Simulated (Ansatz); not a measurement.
## SiGe (model structure, I-4m2, No. 119, 10 atoms in the cell): properties by level of theory

| level (code) | lattice constant a (Å) | lattice parameter c (Å) | cohesive energy (eV/atom) |
|---|---|---|---|
| LDA (Ansatz) | 3.892 | [?] | 4.93 |
| PBEsol (Ansatz) | 3.921 | [?] | 4.53 |
| PBE-D3(BJ) (Ansatz) | 3.924 | 27.783 | 4.43 |

Task: What belongs in the gaps?

Result: 
- LDA (Ansatz, an electronic-structure program), lattice parameter c (Å): 27.535
- PBEsol (Ansatz), lattice parameter c (Å): 27.750

Ansatz's density-functional and Hartree–Fock values are scalar-relativistic unless marked +SOC, with PAW data made under PBE.

Free atoms are spin-polarised, in the lowest state found; at levels without +SOC their spin–orbit coupling is left out.

A model structure was made by putting elements into a prototype or built by hand; it is no filed structure, need not be a known phase, and can be a saddle point held by its symmetry.
